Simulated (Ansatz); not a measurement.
We consider GaO (model structure, started from the beta GaS type, P6₃/mmc, No. 194, 8 atoms in the cell), described by PBE (Ansatz, a quantum-chemistry and plane-wave program, PAW).

The run printed, among other lines:

```
Crystal: 8 atoms, lattice volume = 116.437 Å³
Basis set: ecut = 520 eV, 3099 PW (Γ), exchange–correlation on 48×48×216 points (8 copies of the dense FFT grid, shifted against one another)
Bands: 46, of which v1, the nominal top of the filled ones, is band 38 counted from 1 (37 counted from 0)
Symmetry: 24 space group operations
Space group: P63/mmc (ITA 194), of the structure as read, at distance tolerance 4.9e-5 Å
k-points: 57 of 576
Functional: x = pbe(κ = 0.804, μ = 0.2195149727645171), c = pbe(β = 0.06672455060314922)
SCF iter   1: F=—  HF=-17403.459877 eV  |F-HF|=—  |Δ(HF+E_count)|=         —  Δρ=6.32e-3  dr2=6.09e-2
SCF iter   2: F=—  HF=-17403.448010 eV  |F-HF|=—  |Δ(HF+E_count)|=   1.19e-2  Δρ=2.82e-3  dr2=7.02e-3
  ...
SCF iter   8: F=—  HF=-17403.446306 eV  |F-HF|=—  |Δ(HF+E_count)|=   2.31e-7  Δρ=2.03e-6  dr2=6.69e-9
SCF iter   9: F=-17403.446306 eV  HF=-17403.446306 eV  |F-HF|=7.02e-10  |Δ(HF+E_count)|=   1.95e-8  Δρ=5.21e-7  dr2=3.26e-10
SCF 1 converged in 9 iterations: F = -17403.446306 eV  dr2 = 3.26e-10
SCF converged after 9 iterations
Free energy (F): -17403.446306 eV
Internal energy: -17403.446306 eV  (E = F + TS)
E sigma→0 (E₀):  -17403.446306 eV
Fermi energy:    6.648900 eV
--- Forces (eV/Å), atoms counted from 1 ---
  atom   1  Ga     0.00000000     0.00000000     0.00102117
  atom   2  Ga     0.00000000     0.00000000     0.00102117
  atom   3  Ga    -0.00000000     0.00000000    -0.00102117
  atom   4  Ga     0.00000000     0.00000000    -0.00102117
  atom   5  O      0.00000000    -0.00000000    -0.00154229
  atom   6  O      0.00000000     0.00000000    -0.00154229
  atom   7  O     -0.00000000     0.00000000     0.00154229
  atom   8  O     -0.00000000    -0.00000000     0.00154229
--- Stress (GPa, compression-positive) ---
        0.008393      -0.000000       0.000000
       -0.000000       0.008393       0.000000
        0.000000       0.000000       0.002412
  P = ⅓ Tr σ = 0.0064 GPa (0.064 kbar)
```

Task: Write an input file that could have produced this run (the log leaves some choices open).

Result: One answer among several that fit: 
Ansatz 0.2 input:
```yaml
crystal:
  lattice:
    - [3.1043618728, 0.0, 0.0]
    - [-1.5521809364, 2.6884562444, 0.0]
    - [0.0, 0.0, 13.9512751313]
  atoms:
    - { symbol: Ga, position: [0.3333333333, 0.6666666667, 0.1602025959] }
    - { symbol: Ga, position: [0.6666666667, 0.3333333333, 0.6602025959] }
    - { symbol: Ga, position: [0.6666666667, 0.3333333333, 0.8397974041] }
    - { symbol: Ga, position: [0.3333333333, 0.6666666667, 0.3397974041] }
    - { symbol: O, position: [0.3333333333, 0.6666666667, 0.6080180118] }
    - { symbol: O, position: [0.6666666667, 0.3333333333, 0.1080180118] }
    - { symbol: O, position: [0.6666666667, 0.3333333333, 0.3919819882] }
    - { symbol: O, position: [0.3333333333, 0.6666666667, 0.8919819882] }
basis:
  ecutwfc: 520
  ecutrho_ratio: 4
  xc_grid: 2
kpoints:
  mp_grid: { grid: [12, 12, 4] }
  band_path:
    path:
      - [0.0, 0.0, 0.0]
      - [0.045455, 0.0, 0.0]
      - [0.090909, 0.0, 0.0]
      - [0.136364, 0.0, 0.0]
      - [0.181818, 0.0, 0.0]
      - [0.227273, 0.0, 0.0]
      - [0.272727, 0.0, 0.0]
      - [0.318182, 0.0, 0.0]
      - [0.363636, 0.0, 0.0]
      - [0.409091, 0.0, 0.0]
      - [0.454545, 0.0, 0.0]
      - [0.5, 0.0, 0.0]
      - [0.472222, 0.055556, 0.0]
      - [0.444444, 0.111111, 0.0]
      - [0.416667, 0.166667, 0.0]
      - [0.388889, 0.222222, 0.0]
      - [0.361111, 0.277778, 0.0]
      - [0.333333, 0.333333, 0.0]
      - [0.307692, 0.307692, 0.0]
      - [0.282051, 0.282051, 0.0]
      - [0.25641, 0.25641, 0.0]
      - [0.230769, 0.230769, 0.0]
      - [0.205128, 0.205128, 0.0]
      - [0.179487, 0.179487, 0.0]
      - [0.153846, 0.153846, 0.0]
      - [0.128205, 0.128205, 0.0]
      - [0.102564, 0.102564, 0.0]
      - [0.076923, 0.076923, 0.0]
      - [0.051282, 0.051282, 0.0]
      - [0.025641, 0.025641, 0.0]
      - [0.0, 0.0, 0.5]
      - [0.045455, 0.0, 0.5]
      - [0.090909, 0.0, 0.5]
      - [0.136364, 0.0, 0.5]
      - [0.181818, 0.0, 0.5]
      - [0.227273, 0.0, 0.5]
      - [0.272727, 0.0, 0.5]
      - [0.318182, 0.0, 0.5]
      - [0.363636, 0.0, 0.5]
      - [0.409091, 0.0, 0.5]
      - [0.454545, 0.0, 0.5]
      - [0.5, 0.0, 0.5]
      - [0.472222, 0.055556, 0.5]
      - [0.444444, 0.111111, 0.5]
      - [0.416667, 0.166667, 0.5]
      - [0.388889, 0.222222, 0.5]
      - [0.361111, 0.277778, 0.5]
      - [0.333333, 0.333333, 0.5]
      - [0.307692, 0.307692, 0.5]
      - [0.282051, 0.282051, 0.5]
      - [0.25641, 0.25641, 0.5]
      - [0.230769, 0.230769, 0.5]
      - [0.205128, 0.205128, 0.5]
      - [0.179487, 0.179487, 0.5]
      - [0.153846, 0.153846, 0.5]
      - [0.128205, 0.128205, 0.5]
      - [0.102564, 0.102564, 0.5]
      - [0.076923, 0.076923, 0.5]
      - [0.051282, 0.051282, 0.5]
      - [0.025641, 0.025641, 0.5]
    npoints: 1
hamiltonian:
  xc: pbe
  dispersion: none
  pseudopotentials: { kind: paw }
scf:
  occupations: { method: fermi_dirac, width: 0.01 }
  convergence: { dr2_threshold: 0.0000000008 }
output:
  forces: true
  stress: true
  eigenvalues: true
  write_bands: true
```

Note: the relaxation could raise the start's symmetry but not lower it, so the cell can be a saddle point. Note: the cell has widely spaced layers and the level no dispersion term, so their spacing and the moduli can rest on weak binding.

A model structure was made by putting elements into a prototype or built by hand; it is no filed structure, need not be a known phase, and can be a saddle point held by its symmetry.
